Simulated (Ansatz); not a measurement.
```xyz
2
Lattice="3.2759 0.0000 0.0000 -1.6380 2.8370 0.0000 0.0000 0.0000 5.0938" Properties=species:S:1:pos:R:3 pbc="T T T"
Sc     0.0000     1.8914     3.8204
Sc     1.6380     0.9457     1.2735
```

Problem. What linear thermal expansion coefficients do the quasi-harmonic free energy on DFT at the PBEsol level (Ansatz, an electronic-structure program) give at 350 K, and what isobaric heat capacity per mole of formula units and Grüneisen parameter?

Solution. α in the basal plane = 5.3 × 10⁻⁶ K⁻¹; α along c = 21.8 × 10⁻⁶ K⁻¹; C_P = 26.0 J/(mol K); γ = 0.98. The crystal is held in this phase throughout; melting and phase transitions are not modelled.
